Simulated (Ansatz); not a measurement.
System: rock-salt PrN. Method: PBEsol-D3(BJ) in Ansatz (PAW).

Run with plane-wave cutoff 520 eV, 18×18×18 k mesh, Fermi–Dirac smearing 0.05 eV, spin-polarised with parallel moments, scalar-relativistic PAW data made under PBE.

Computed at the level's own relaxed cell.

Q: Predict the volume per atom, bulk modulus, lattice constant a and pressure derivative B′ of the bulk modulus.

A: 
- volume per atom: 14.91 Å³/atom
- bulk modulus: 156 GPa
- lattice constant a: 4.923 Å
- pressure derivative B′ of the bulk modulus: 4.2

The run finds no gap.

Note: the magnetic order was assumed, not searched for or taken from measurement; the 4f shell is treated without U or exact exchange, so its levels and filling can be wrong; the volume lies 13 % below that of the published cell.

Spin–orbit coupling is not included; it can open a gap where bands touch, and shift volumes and moduli.

Computed values are for the static lattice.

The result took about 12 core-minutes (a rough figure).

Ansatz is a program for electronic structure.
